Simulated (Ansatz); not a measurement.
Results of rVV10 (PAW; Ansatz, a quantum-chemistry and plane-wave program) for A15 Mo3Si.

Numerical settings: plane-wave cutoff 520 eV, 12×12×12 k mesh, Fermi–Dirac smearing 0.05 eV, no spin polarisation, scalar-relativistic PAW data made under PBE.

Cell (relaxed at this level):

```
CELL_PARAMETERS angstrom
      4.93551     0.00000     0.00000
      0.00000     4.93551     0.00000
      0.00000     0.00000     4.93551
ATOMIC_POSITIONS crystal
  Si 0.50000 0.50000 0.50000
  Si 0.00000 0.00000 0.00000
  Mo 0.25000 0.00000 0.50000
  Mo 0.50000 0.25000 0.00000
  Mo 0.50000 0.75000 0.00000
  Mo 0.75000 0.00000 0.50000
  Mo 0.00000 0.50000 0.75000
  Mo 0.00000 0.50000 0.25000
```

### Question
Estimate the bulk modulus B0 and pressure derivative B′ of the bulk modulus that the calculation returns.

### Answer

- bulk modulus B0: 242 GPa
- pressure derivative B′ of the bulk modulus: 4.4

The run finds no gap.

It cost around 5 core-minutes (rough) of CPU time.
